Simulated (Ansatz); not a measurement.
Consider a (5,5) germanium nanotube.

Levels: PBE (plane waves to 420 eV, PAW; Ansatz, a first-principles code); Ansatz with PBE with spin-orbit coupling; r2SCAN (plane waves to 500 eV, PAW; Ansatz). Unmarked values and the geometry are of the first. Mesh 1×1×18. No spin polarisation. Isolated but for its images some 11 Å away. A hypothetical model, rolled from the flat sheet. Symmetry and one short period hold its shape; lower forms weren't sought. Values not marked SOC lack spin–orbit coupling.

Task: Predict its relaxed size, energy and electronic structure.

Result: 
| Property | Result |
|---|---|
| period along the axis (20 atoms) | 4.034 Å |
| mean diameter | 11.25 Å |
| radii of the innermost and outermost atoms | 5.27 and 5.99 Å |
| energy over the flat sheet | +20 meV/atom |
| PBE gap | 0.49 eV, nearly direct, from k = 0.312 × 2π/c to k = 0.323 × 2π/c |
| electron mass along the axis (PBE) | 0.17 mₑ |
| hole mass along the axis (PBE) | 0.16 mₑ |
| valence and conduction edges under the vacuum level (PBE) | 4.68 and 4.20 eV |
| PBE+SOC gap at this geometry | 0.49 eV |
| r2SCAN gap at this geometry | 0.55 eV |
